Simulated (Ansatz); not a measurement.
A computed series for Os: response to strain

Start from Os in the hcp (Mg type) structure (space group P6_3/mmc, No. 194; a = 2.7543 Å, c = 4.3474 Å; relaxed with 0.1 eV smearing).

Strains are applied to the cell and any free atomic positions relax.

Calculations: Ansatz (a quantum-chemistry and plane-wave program) PBE, spin-orbit coupling left out.

Notes on the quantities. energy relative to the base: free energy F; pressure: mean of the normal stresses, compression positive.

```tsv
case	shortest interatomic distance	energy relative to the base	pressure
base	2.693 Å	0 meV/atom	0.0 GPa
isotropic strain −3.00 %	2.612 Å	+161 meV/atom	45.1 GPa
isotropic strain −2.50 %	2.626 Å	+110 meV/atom	36.2 GPa
isotropic strain −2.00 %	2.639 Å	+69 meV/atom	27.8 GPa
isotropic strain −1.50 %	2.653 Å	+38 meV/atom	20.1 GPa
isotropic strain −1.00 %	2.666 Å	+17 meV/atom	12.9 GPa
isotropic strain −0.50 %	2.680 Å	+4.1 meV/atom	6.2 GPa
isotropic strain +1.50 %	2.734 Å	+34 meV/atom	-15.9 GPa
isotropic strain +2.50 %	2.761 Å	+91 meV/atom	-24.6 GPa
isotropic strain +3.00 %	2.774 Å	+128 meV/atom	-28.4 GPa
```

Whether these cells are dynamically stable was not tested. The final runs are not spin-polarised.
